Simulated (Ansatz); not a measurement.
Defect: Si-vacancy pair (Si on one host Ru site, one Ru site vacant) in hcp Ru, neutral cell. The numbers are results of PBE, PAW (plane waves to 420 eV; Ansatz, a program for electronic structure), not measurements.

Cell of 36 host sites held at the relaxed PBE lattice; a 2×2×2 k-point mesh shifted by half a step along c; Fermi-Dirac width 0.10 eV, spin-restricted; finite-size errors left in. Energies are static. Forms of the defect that were not tried may lie lower.

Barriers: single points on a 4×4×4 k-point mesh shifted by half a step along c at the bands' geometries (they differ from the bands' own by up to 0.05 eV, and are uncertain by about as much).

A. Si and the vacancy change places (Si-vacancy distance between ideal sites 2.72 Å throughout); the atom moves 2.83 Å along (-1.04, 0.00, 0.00) of the unit cell; the moving atom starts with neighbours 2 Ru at 2.62, 5 Ru at 2.67, Ru at 2.70, Ru at 2.73, Ru at 2.75, Ru at 2.81 Å and ends with 2 Ru at 2.62, 5 Ru at 2.67, Ru at 2.70, Ru at 2.73, Ru at 2.75, Ru at 2.81 Å; the start lies 0.11 eV above the lowest site run; saddle order not checked, on a symmetry element.
B. Si and the vacancy change places (Si-vacancy distance between ideal sites 2.66 Å throughout); the atom moves 2.57 Å along (-0.66, -0.33, 0.48) of the unit cell; the moving atom starts with neighbours 2 Ru at 2.61, 4 Ru at 2.69, Ru at 2.70, 2 Ru at 2.74, 2 Ru at 2.77 Å and ends with 2 Ru at 2.61, 4 Ru at 2.69, Ru at 2.70, 2 Ru at 2.74, 2 Ru at 2.77 Å; saddle order not checked, on a symmetry element.

A band can be held on a symmetry element, so unchecked saddle points there may be too high.

### Question
Order them by forward barrier (lowest first) at the level PBE, PAW.

### Answer
A (0.47 eV), B (0.54 eV)
